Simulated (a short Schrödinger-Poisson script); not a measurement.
Stack: symmetric double-gate stack, SiO2 on p-type Ge(111), at 77 K.

| layer | material | thickness (nm) | Na (cm⁻³) |
|---|---|---|---|
| 1 | SiO2 | 2.6 | - |
| 2 | Ge | 20 | 8e15 |
| 3 | SiO2 | 2.6 | - |

The device is made up for the run: typed textbook-type constants, with dimensions and the other settings drawn at random. SiO2: permittivity 3.9, conduction-band edge (eV) 3.1, gap (eV) 9, electron mass (mₑ) 0.5. Ge: permittivity 16, conduction-band edge (eV) 0, gap (eV) 0.664, Nv at 300 K (cm⁻³) 6e18.

Channel valleys (confinement mass, in-plane density-of-states mass, number): L1 1.59, 0.08, 1; L3 0.09, 0.34, 3. At the gates, both at one voltage, the conduction-band edge of layer 1 lies 3.24 eV − eVg above the Fermi level of the channel. Gaps are held at their typed values at every temperature. Mesh 0.03 nm at interfaces.

Solved with a short Schrödinger-Poisson script written for these runs: 1D Poisson equation in equilibrium, electrons quantum, Hartree (BenDaniel-Duke, 12 states a valley, the channel's in-plane mass for all, wave functions ending at the dielectric), parabolic valleys, classical holes, full ionisation, no traps, pinning or gate leakage.

Task: List the lowest subbands of each valley and their electrons at Vg = 1.6 V.

Result: 
```
valley  subband  energy from the Fermi level (meV)  electrons (cm⁻²)  share (%)
------  -------  ---------------------------------  ----------------  ---------
L1            0                             -131.3           4.39e12       22.3
L1            1                             -131.3           4.39e12       22.3
L1            2                              -57.2           1.91e12        9.7
L3            0                               -7.7           4.06e12       20.6
L3            1                                1.2           1.72e12        8.7
L3            2                               56.8            5.40e8        0.0
```

All electrons: 1.97e13 cm⁻². Only the L valleys are kept; under strong confinement the Δ valleys of Ge fill too.
